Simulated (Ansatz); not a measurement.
InAlN₂ (model structure, started from the LiGaO2 type, Pna2₁, No. 33, 16 atoms in the cell) was calculated with PBE in Ansatz (PAW).

Numerical settings: plane-wave cutoff 520 eV, 6×6×6 k mesh, Fermi–Dirac smearing 0.01 eV, scalar-relativistic PAW data made under PBE.

Cell (relaxed with PBEsol):

```
CELL_PARAMETERS angstrom
      5.71358     0.00000     0.00000
      0.00000     6.63484     0.00000
      0.00000     0.00000     5.36177
ATOMIC_POSITIONS crystal
  In 0.59065 0.87646 0.00304
  In 0.40935 0.12354 0.50304
  In 0.90935 0.37646 0.50304
  In 0.09065 0.62354 0.00304
  Al 0.57659 0.37438 0.00516
  Al 0.42341 0.62562 0.50516
  Al 0.92341 0.87438 0.50516
  Al 0.07659 0.12562 0.00516
  N  0.06036 0.10393 0.35742
  N  0.93964 0.89607 0.85742
  N  0.43964 0.60393 0.85742
  N  0.56036 0.39607 0.35742
  N  0.39648 0.14637 0.90758
  N  0.60352 0.85363 0.40758
  N  0.10352 0.64637 0.40758
  N  0.89648 0.35363 0.90758
```

Q: What does this level give for the band gap?

A: 
- band gap = 1.65 eV

Note: the relaxation could raise the start's symmetry but not lower it, so the cell can be a saddle point; cell and atoms aren't relaxed at this level (pressure 4.5 GPa).

Spin–orbit coupling is not included.

Static lattice: no zero-point or thermal effects.

Computing time: roughly 2.9 core-minutes.

A model structure was made by putting elements into a prototype or built by hand; it is no filed structure, need not be a known phase, and can be a saddle point held by its symmetry.

Ansatz is a first-principles code.
